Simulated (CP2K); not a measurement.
CP2K run on Tl (P6_3/mmc, 2 atoms in the cell): self-consistent single point.

Method of the run: PBE, GPW, DZVP-MOLOPT-SR-GTH basis, GTH-PBE potentials (GTH_POTENTIALS) (CP2K).

The change in words: lattice scaled by 0.98. Reference geometry:
```
CELL_PARAMETERS angstrom
      3.56099     0.00000     0.00000
     -1.78050     3.08391     0.00000
      0.00000     0.00000     5.74933
ATOMIC_POSITIONS crystal
  Tl 0.33333 0.66667 0.25000
  Tl 0.66667 0.33333 0.75000
```

Reference input (self-consistent single point, DFT PBE, GPW, DZVP-MOLOPT-SR-GTH basis, GTH-PBE potentials (GTH_POTENTIALS)): CUTOFF = 500 Ry; REL_CUTOFF = 40 Ry; SMEAR/METHOD = GAUSSIAN; SIGMA = 0.272 eV; KPOINTS/SCHEME = MONKHORST-PACK 7 7 4; GAMMA_CENTERED = T; XC_FUNCTIONAL = PBE; Tl/BASIS_SET = DZVP-MOLOPT-SR-GTH-q13; Tl/POTENTIAL = GTH-PBE-q13; METHOD = GPW; EPS_DEFAULT = 1e-10; NGRIDS = 5. This run's input differs from it in these lines:

```diff
@@ -64,5 +64,5 @@
     &CELL
-      A 3.56099200 0.00000000 0.00000000
-      B -1.78049600 3.08390900 0.00000000
-      C 0.00000000 0.00000000 5.74932700
+      A 3.48977200 0.00000000 0.00000000
+      B -1.74488600 3.02223100 0.00000000
+      C 0.00000000 0.00000000 5.63434000
       PERIODIC XYZ
```

The program printed (abridged):

```
 SCF WAVEFUNCTION OPTIMIZATION

  Step     Update method      Time    Convergence         Total energy    Change
     1 NoMix/Diag. 0.30E+00      -     0.51211957       -99.9019626092 -9.99E+01
     2 Broy./Diag. 0.30E+00      -     0.00530405      -100.1483627125 -2.46E-01
     3 Broy./Diag. 0.30E+00      -     0.02025143       -99.9460530710  2.02E-01
     4 Broy./Diag. 0.30E+00      -     0.00070178       -99.8020086660  1.44E-01
     5 Broy./Diag. 0.30E+00      -     0.00059021       -99.8098216264 -7.81E-03
     6 Broy./Diag. 0.30E+00      -     0.00010227       -99.8143705074 -4.55E-03
   [... 2 lines left out ...]
     9 Broy./Diag. 0.30E+00      -     0.00003809       -99.8147805124  3.93E-04
    10 Broy./Diag. 0.30E+00      -     0.00001550       -99.8148036510 -2.31E-05
    11 Broy./Diag. 0.30E+00      -     0.00000296       -99.8148433445 -3.97E-05
    12 Broy./Diag. 0.30E+00      -     0.00000073       -99.8148525820 -9.24E-06
  *** SCF run converged in    12 steps ***

  Overlap energy of the core charge distribution:               0.00000000000001
  Self energy of the core charge distribution:               -173.36007203558330
  Core Hamiltonian energy:                                     51.02379080920520
  Hartree energy:                                              35.81893508648017
  Exchange-correlation energy:                                -13.29563055113316
  Smearing free energy correction:                             -0.00187588820193
  Fermi energy:                                                 0.25503723910513

  Total energy:                                               -99.81485258199943
  Total energy (extrapolated to sigma->0):                    -99.81391463789846

   [... lines left out ...]

 STRESS| Analytical stress tensor [bar]
 STRESS|                        x                   y                   z
 STRESS|      x        2.40977837435E+04  -7.53776059098E+01  -3.99037565068E-04
 STRESS|      y       -7.53776059098E+01   2.40107747666E+04   2.23990986859E-04
 STRESS|      z       -3.99037565068E-04   2.23990986859E-04   2.55778677296E+04
 STRESS| 1/3 Trace                                             2.45621420799E+04
```

The run converged in 12 iterations. Against the reference run the free energy goes up by 16.6 meV/atom, the pressure goes from 0.53 to 2.46 GPa and the largest force hardly changes (0.002 to 0.000 eV/Å).

The starting cell comes from a database of computed structures (which also holds hypothetical and non-ambient phases and stackings), without a prior relaxation at this level. Its lattice was rescaled by a random factor within 2.5 % of one. For this run, on top of that: lattice scaled by 0.98. Values carry the incompleteness of an atom-centred basis.
